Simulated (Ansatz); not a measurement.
# Bi₂TeO₂ (space group I4/mmm, No. 139; a cell from a computed database, its experimental status unchecked)

Space group I4/mmm (No. 139); a = b = 3.967 Å, c = 12.632 Å, α = β = γ = 90.00°

| atom | site | symmetry | x | y | z |
|---|---|---|---|---|---|
| Bi | 4e | 4mm | 0.0000 | 0.0000 | 0.3475 |
| Te | 2a | 4/mmm | 0.0000 | 0.0000 | 0.0000 |
| O | 4d | -4m2 | 0.0000 | 0.5000 | 0.2500 |
(The calculation used a cell of 5 atoms; values per cell refer to that cell.)

Computed with PBEsol (Ansatz, an electronic-structure program, PAW, no SOC). k-mesh 17×17×17 (Γ-centred); smearing 0.05 eV (Fermi–Dirac).

The volume per atom is 19.87 Å³ and the density is 9.65 g/cm³. The band gap is zero and the total energy is -6501.366 eV/atom (σ→0; compares only within this code and set-up).

Spin-orbit coupling, missing from the scalar runs, can matter with Bi and Te. Whether these cells are dynamically stable was not tested. The base started in Fmm2 and relaxed to I4/mmm at this level. All final runs are without spin polarisation. A zero or small gap of Bi2TeO2 can be the functional's error rather than a property of the material.
